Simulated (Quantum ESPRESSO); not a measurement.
**Converging the plane-wave cutoff: Na₃BrO (P4mm, 5 atoms in the cell)**

```xyz
5
Lattice="4.5105 0.0000 0.0000 0.0000 4.5105 0.0000 0.0000 0.0000 4.5105" Properties=species:S:1:pos:R:3 pbc="T T T"
Na     0.0500     2.2552     2.2552
Na     2.2552     0.0000     2.2552
Na     2.2552     2.2552     0.0000
Br     0.0000     0.0000     0.0000
O      2.2552     2.2552     2.2552
```

Computed with PBEsol, GBRV 1.5 ultrasoft (PBESOL) pseudopotentials (plane waves; Quantum ESPRESSO).

Base settings: ecutwfc = 40 Ry; ecutrho = 200 Ry; occupations = smearing; smearing = fermi-dirac; degauss = 0.00147 Ry; K_POINTS = automatic 2 2 2 0 0 0; conv_thr = 1e-08 Ry.

Moved along: ecutrho.

The second cell is the first with its lattice scaled by 0.98.

The mesh stays at the base's, so the ladder's end is converged at best in this setting alone.

Only quantities that move along the ladder and can be compared are tabulated; the gap is left out on so coarse a mesh.

The count of work is k-points × plane waves × bands × iterations; it is no time. 

The starting cell comes from a database of computed structures (which also holds hypothetical and non-ambient phases and stackings), without a prior relaxation at this level. Its lattice was rescaled by up to half a per cent. One atom was moved a little off its site on purpose.

Steps (ecutwfc): 14 Ry; 16 Ry; 18 Ry; 20 Ry; 22 Ry; 24 Ry; 28 Ry; 32 Ry; 36 Ry; 40 Ry; 44 Ry; 48 Ry; 54 Ry; 60 Ry; 70 Ry; 80 Ry; 96 Ry.

Problem. What is the coarsest ecutwfc that holds the energy of the compressed cell less the first within 0.5 meV/atom of the last step, with all finer ones?

Solution. 40 Ry, at 0.27 of the last step's count of work; the step before is off by 0.56 meV/atom.

Problem. What is the coarsest ecutwfc that holds the pressure within 0.5 GPa of the last step, with all finer ones?

Solution. 36 Ry, at 0.21 of the last step's count of work; the step before is off by 3.0 GPa.

Problem. What is the coarsest ecutwfc that holds the forces within 0.005 eV/Å of the last step, with all finer ones?

Solution. 32 Ry, at 0.19 of the last step's count of work; the step before is off by 0.006 eV/Å.

| ecutwfc | free energy less the last step's (meV/atom) | energy of the compressed cell less the first (meV/atom) | pressure (GPa) | largest difference of a force vector from the last step's (eV/Å) | count of work / last |
|---|---|---|---|---|---|
| 14 Ry | 24593.77 | 1122.73 | -624.32 | 0.292 | 0.042 |
| 16 Ry | 12979.47 | 209.92 | -382.66 | 0.029 | 0.052 |
| 18 Ry | 6931.35 | -1.40 | -231.99 | 0.170 | 0.071 |
| 20 Ry | 3669.88 | -52.51 | -138.25 | 0.154 | 0.082 |
| 22 Ry | 1914.85 | -119.94 | -81.39 | 0.009 | 0.10 |
| 24 Ry | 957.13 | 50.33 | -45.93 | 0.030 | 0.11 |
| 28 Ry | 191.90 | 37.55 | -11.24 | 0.006 | 0.16 |
| 32 Ry | 36.99 | 20.64 | -1.51 | 0.003 | 0.19 |
| 36 Ry | 9.28 | 18.26 | 1.03 | 0.001 | 0.21 |
| 40 Ry | 6.37 | 18.89 | 1.48 | 0.001 | 0.27 |
| 44 Ry | 5.91 | 18.86 | 1.44 | 0.001 | 0.29 |
| 48 Ry | 4.70 | 18.88 | 1.41 | 0.000 | 0.38 |
| 54 Ry | 3.35 | 18.82 | 1.46 | 0.001 | 0.39 |
| 60 Ry | 2.74 | 18.84 | 1.46 | 0.001 | 0.50 |
| 70 Ry | 1.76 | 18.80 | 1.44 | 0.000 | 0.57 |
| 80 Ry | 0.81 | 18.82 | 1.46 | 0.000 | 0.77 |
| 96 Ry | 0.00 | 18.82 | 1.46 | 0.000 | 1.0 |

The energy difference between the two cells stays within 1 meV/atom of the last step's from 36 Ry on, the total only from 80 Ry on: much of the error is common to both cells and cancels.

Two neighbours can agree and both be off: 40 Ry and 44 Ry differ by 0.46 meV/atom in the free energy, yet lie about 5.9 meV/atom from the last step.

At the lowest cutoff the pressure lies 626 GPa under the last step's, the usual sign of Pulay stress in an incomplete plane-wave basis.
